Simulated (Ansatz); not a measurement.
BeTe: pressure series

Base system: BeTe in the zinc blende structure (space group F-43m, No. 216; a = 5.554 Å).

Cell and atoms are relaxed at each pressure.

The values are results of plane-wave PAW DFT at the LDA level (Ansatz, an electronic-structure program, 420 eV), spin-orbit coupling left out, not measurements.

Candidates:
(a) pressure 15 GPa
(b) pressure 9 GPa
(c) pressure 0.9 GPa
(d) pressure 30 GPa

For the base:

- Band gap = 1.79 eV

**Question.** Order them by band gap, highest first.

**Answer.** (c) pressure 0.9 GPa (1.76 eV), (b) pressure 9 GPa (1.49 eV), (a) pressure 15 GPa (1.33 eV), (d) pressure 30 GPa (0.98 eV)

With Te present, leaving out spin-orbit coupling can change the band edges. Load acts through the strain it causes; cell and atoms are relaxed under it. No phonon test of stability was made. Competing high-pressure phases were not computed.
